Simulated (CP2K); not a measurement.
# Input and output of a self-consistent single point for In (I4/mmm, 1 atom in the cell) (CP2K)

Computed with PBE, GPW, DZVP-MOLOPT-SR-GTH basis, GTH-PBE potentials (GTH_POTENTIALS) (CP2K 2026.2).

Input as run:

```
&GLOBAL
  PROJECT bulk
  RUN_TYPE ENERGY_FORCE
  PRINT_LEVEL MEDIUM
&END GLOBAL
&FORCE_EVAL
  METHOD Quickstep
  STRESS_TENSOR ANALYTICAL
  &DFT
    BASIS_SET_FILE_NAME BASIS_MOLOPT
    POTENTIAL_FILE_NAME GTH_POTENTIALS
    &QS
      METHOD GPW
      EPS_DEFAULT 1E-11
    &END QS
    &MGRID
      CUTOFF 500
      REL_CUTOFF 50
      NGRIDS 5
    &END MGRID
    &SCF
      SCF_GUESS ATOMIC
      EPS_SCF 1E-7
      MAX_SCF 100
      ADDED_MOS 4
      &DIAGONALIZATION
        ALGORITHM STANDARD
      &END DIAGONALIZATION
      &MIXING
        METHOD BROYDEN_MIXING
        ALPHA 0.3
        NBUFFER 12
        BETA 1.5
      &END MIXING
      &SMEAR ON
        METHOD FERMI_DIRAC
        ELECTRONIC_TEMPERATURE [K] 1160.45
      &END SMEAR
    &END SCF
    &KPOINTS
      SCHEME MONKHORST-PACK 7 7 7
    &END KPOINTS
    &XC
      &XC_FUNCTIONAL PBE
      &END XC_FUNCTIONAL
    &END XC
    &PRINT
      &MO
        EIGENVALUES T
        OCCUPATION_NUMBERS T
        NDIGITS 8
        FILENAME mo
        &EACH
          QS_SCF 0
        &END EACH
        ADD_LAST NUMERIC
      &END MO
      &MULLIKEN ON
      &END MULLIKEN
    &END PRINT
  &END DFT
  &SUBSYS
    &CELL
      A 3.38753900 0.00000000 0.00000000
      B 0.25075700 3.37824500 0.00000000
      C -1.81914800 -1.68912300 2.30499100
      PERIODIC XYZ
    &END CELL
    &COORD
      SCALED
      In       0.00000000     0.00000000     0.00000000
    &END COORD
    &KIND In
      BASIS_SET DZVP-MOLOPT-SR-GTH-q13
      POTENTIAL GTH-PBE-q13
    &END KIND
  &END SUBSYS
  &PRINT
    &FORCES ON
    &END FORCES
    &STRESS_TENSOR ON
    &END STRESS_TENSOR
  &END PRINT
&END FORCE_EVAL
```

The program printed (abridged):

```
 GLOBAL| Method name                                                        CP2K
 GLOBAL| Project name                                                       bulk
 GLOBAL| Run type                                                   ENERGY_FORCE

 CELL| Volume [angstrom^3]:                                            26.378171
 CELL| Vector a [angstrom]:       3.388     0.000     0.000   |a| =     3.387539
 CELL| Vector b [angstrom]:       0.251     3.378     0.000   |b| =     3.387539
 CELL| Vector c [angstrom]:      -1.819    -1.689     2.305   |c| =     3.387539
 CELL| Angle (b,c), alpha [degree]:                                   122.480450
 CELL| Angle (a,c), beta  [degree]:                                   122.480443
 CELL| Angle (a,b), gamma [degree]:                                    85.754891
 CELL| Numerically orthorhombic:                                              NO
 CELL| Periodicity                                                           XYZ

 DFT| Spin restricted Kohn-Sham (RKS) calculation                            RKS
 DFT| Multiplicity                                                             2
 DFT| Number of spin states                                                    1
 DFT| Charge                                                                   0
 DFT| XC density smoothing                                                  NONE
 DFT| XC derivatives                                                          PW

 QS| Method:                                                                 GPW
 QS| Density plane wave grid type                        NON-SPHERICAL FULLSPACE
 QS| Number of grid levels:                                                    5
 QS| Density cutoff [a.u.]:                                                250.0
 QS| Multi grid cutoff [a.u.]: 1) grid level                               250.0
   [... lines left out ...]
 BRILLOUIN| Wavefunction type                                            COMPLEX
 BRILLOUIN| List of Kpoints [2 Pi/Bohr]                                      172
 BRILLOUIN| Number           Weight            X              Y              Z
 BRILLOUIN|     1           0.00583       -0.42857       -0.42857       -0.42857
 BRILLOUIN|     2           0.00583       -0.42857       -0.42857       -0.28571
 BRILLOUIN|     3           0.00583       -0.42857       -0.42857       -0.14286
   [... 169 lines left out ...]
 *******************************************************************************

 Extrapolation method: initial_guess

 Re-scaling the density matrix to get the right number of electrons
                  # Electrons              Trace(P)               Scaling factor
                           13                13.000                        1.000

 Number of electrons:                                                         13
 Number of occupied orbitals:                                                  7
 Number of molecular orbitals:                                                11

 Number of orbital functions:                                                 25
 Number of independent orbital functions:                                     25
 SCF WAVEFUNCTION OPTIMIZATION

  Step     Update method      Time    Convergence         Total energy    Change
     1 NoMix/Diag. 0.30E+00      -     0.97490489       -56.3797422374 -5.64E+01
     2 Broy./Diag. 0.30E+00      -     0.00607036       -56.4601139480 -8.04E-02
     3 Broy./Diag. 0.30E+00      -     0.03057985       -56.3724749435  8.76E-02
     4 Broy./Diag. 0.30E+00      -     0.00197639       -56.3052274132  6.72E-02
     5 Broy./Diag. 0.30E+00      -     0.00067022       -56.3144044091 -9.18E-03
     6 Broy./Diag. 0.30E+00      -     0.00012076       -56.3158611281 -1.46E-03
     7 Broy./Diag. 0.30E+00      -     0.00007853       -56.3153967240  4.64E-04
   [... 3 lines left out ...]
    11 Broy./Diag. 0.30E+00      -     0.00000051       -56.3150872027 -9.41E-06
    12 Broy./Diag. 0.30E+00      -     0.00000087       -56.3150853744  1.83E-06
    13 Broy./Diag. 0.30E+00      -     0.00000020       -56.3150849907  3.84E-07
    14 Broy./Diag. 0.30E+00      -     0.00000010       -56.3150850995 -1.09E-07
    15 Broy./Diag. 0.30E+00      -     0.00000002       -56.3150851908 -9.13E-08
  *** SCF run converged in    15 steps ***

  Electronic density on regular grids:        -12.9999999998        0.0000000002
  Core density on regular grids:               12.9999999999       -0.0000000001
  Total charge density on r-space grids:        0.0000000001
  Total charge density g-space grids:           0.0000000001

  Overlap energy of the core charge distribution:               0.00000000000001
  Self energy of the core charge distribution:                -89.95098077318002
  Core Hamiltonian energy:                                     28.11595347777154
  Hartree energy:                                              12.95323649504174
  Exchange-correlation energy:                                 -7.43265329025718
  Electronic entropic energy:                                  -0.00064110018937
  Fermi energy:                                                 0.24674239285117

  Total energy:                                               -56.31508519081170
  Total energy (extrapolated to T->0):                        -56.31476464071702

                     Mulliken Population Analysis

 #  Atom  Element  Kind  Atomic population                           Net charge
       1     In       1         13.000000                             -0.000000
 # Total charge                             13.000000                 -0.000000

 ENERGY| Total FORCE_EVAL ( QS ) energy [hartree]            -56.315085207097162

 FORCES| Atomic forces [hartree/bohr]
 FORCES|   Atom     x               y               z               |f|
 FORCES|      1 -4.32558694E-14 -3.20145993E-14  4.02779036E-14   6.72184077E-14
 FORCES| Sum    -4.32558694E-14 -3.20145993E-14  4.02779036E-14
 FORCES| Total atomic force                                       6.72184077E-14

 STRESS| Analytical stress tensor [bar]
 STRESS|                        x                   y                   z
 STRESS|      x        1.75107182922E+04   3.03622101138E+03   2.83787955758E-01
 STRESS|      y        3.03622101138E+03   1.70600092888E+04   2.57759087022E-01
 STRESS|      z        2.83787955758E-01   2.57759087022E-01   1.42412962654E+04
 STRESS| 1/3 Trace                                             1.62706746155E+04
```

The run converged in 15 iterations.

The starting cell has typed, rounded lattice constants, without a prior relaxation at this level. Its lattice was rescaled by up to half a per cent. Values carry the incompleteness of an atom-centred basis.

Cost on one core of a shared machine: roughly 60 s.
